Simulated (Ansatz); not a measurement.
**B20 (FeSi-type) MnSi**

Calculation: PBE-D3(BJ) in Ansatz (plane waves, PAW).

Numerical settings: plane-wave cutoff 500 eV, 10×10×10 k mesh, Fermi–Dirac smearing 0.05 eV, spin-polarised with parallel moments, scalar-relativistic PAW data made under PBE.

Cell: relaxed at this level.

equilibrium volume per atom: 11.18 Å³/atom
lattice parameter a: 4.472 Å
magnetic moment (largest site, within a sphere): 0.94 μB

Measured, for comparison: equilibrium volume per atom 11.85 Å³/atom, lattice constant a 4.560 Å (temperature not stated, no zero-point or thermal correction; as tabulated in Wikipedia's data pages). Computed (rounded) less measured: equilibrium volume per atom -5.7 %, lattice constant a -1.9 %. A static lattice is as a rule a little smaller and stiffer than an uncorrected measurement, which narrows the difference in the lattice constant a and would widen misses of the other sign.

Note: the collinear magnetic order is the start's and need not be the measured one.

Moments are spin moments.

Computed values are for the static lattice.

Ansatz is a program for electronic structure.
